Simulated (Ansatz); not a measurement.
The reference is ZnCu in the CsCl type structure (space group Pm-3m, No. 221; a = 2.9188 Å).

Structures relaxed with r2SCAN (Ansatz, an electronic-structure program; PAW; 500 eV plane waves; no spin-orbit coupling).

Base:

Simulated powder pattern, Mo Kα, λ = 0.71073 Å (kinematic, ideal powder, no thermal factors, no anomalous dispersion; the 14 strongest lines at most, above 2 %, up to 2θ = 40°):

```json
[
 {"2θ (°)": "19.83", "I/Imax (%)": "100", "hkl": "(110)"},
 {"2θ (°)": "28.19", "I/Imax (%)": "17", "hkl": "(200)"},
 {"2θ (°)": "34.70", "I/Imax (%)": "33", "hkl": "(211)"}
]
```

Modification: cell and atoms relaxed at a pressure of 100 GPa.

After the change:

Simulated powder pattern, Mo Kα, λ = 0.71073 Å (kinematic, ideal powder, no thermal factors, no anomalous dispersion; the 14 strongest lines at most, above 2 %, up to 2θ = 40°):

```csv
2θ (°),I/Imax (%),hkl
22.17,100,(110)
31.56,16,(200)
38.91,29,(211)
```

The indices refer to the base's conventional cell; one index is shown for lines that coincide.

Load acts through the strain it causes; cell and atoms are relaxed under it. Stability against distortions was not tested. No other phases were tried under pressure. The final runs are not spin-polarised.
